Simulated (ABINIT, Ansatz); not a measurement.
**One structure in several programs: SnSeS (P3m1, 3 atoms in the cell)**

Self-consistent single point.

```xyz
3
Lattice="3.8271 0.0000 0.0000 -1.9136 3.3144 0.0000 0.0000 0.0000 6.4773" Properties=species:S:1:pos:R:3 pbc="T T T"
Sn     0.0000     2.2096     0.0496
Se     0.0000     0.0000     4.9079
S      1.9136     1.1048     1.5198
```

Shared settings, as Ansatz (a first-principles code) writes them: kpoints.mp_grid.grid = 8 8 4; magnetization.spin_orbit = true; scf.occupations.method = fixed. Potentials and cutoffs stand in the table.

```csv
code,model,pressure (GPa),largest force (eV/Å),gap on the mesh (eV),cutoff
ABINIT,"LDA (PW92), spin-orbit coupling, PAW (JTH v2.0 LDA PAW)",-5.16,0.530,0.618,571 eV
Ansatz,"LDA (PW92) with spin-orbit coupling, PAW files made with PBE",-5.20,0.535,0.625,default
```

Size of the force on each atom (eV/Å): Sizes of forces hide their directions.

```tsv
code	Sn1	Se2	S3
ABINIT	0.057	0.530	0.473
Ansatz	0.061	0.535	0.474
```

Gaps are read on the mesh.

The spread over the programs that give each value: pressure within 0.04 GPa; largest force within 0.005 eV/Å; gap on the mesh within 0.007 eV.

Ansatz's pressure is given at a fixed set of plane waves, as the other plane-wave codes print theirs.

The starting cell comes from a database of computed structures (which also holds hypothetical and non-ambient phases and stackings), without a prior relaxation at this level. Its lattice was rescaled by a random factor within 2.5 % of one.

Keys are those of Ansatz 0.2.
